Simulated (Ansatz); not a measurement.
Cells marked so need not be the phases stable at ambient conditions, and some may be hypothetical.

No gap correction and no spin-orbit coupling; mid-gap values are interpolated between computed energies.

A. AlH3 (Fd-3m, not sure to be the ambient phase, 16 atoms a cell, 11.3 Å³ an atom), along the normal of (111)
B. Sr$_{4}$P$_{2}$O (I4/mmm, not sure to be the ambient phase, 7 atoms a cell, 26.5 Å³ an atom), along the normal of (001)
C. Rb2GeF6 (Fm-3m, not sure to be the ambient phase, 9 atoms a cell, 16.7 Å³ an atom), along the normal of (001)

### Question
Put the candidates in order of mid-gap decay constant of the slowest evanescent state, highest first, for r2SCAN (Ansatz, a program for electronic structure).

### Answer
C (0.59 1/Å), A (0.31 1/Å), B (0.17 1/Å)
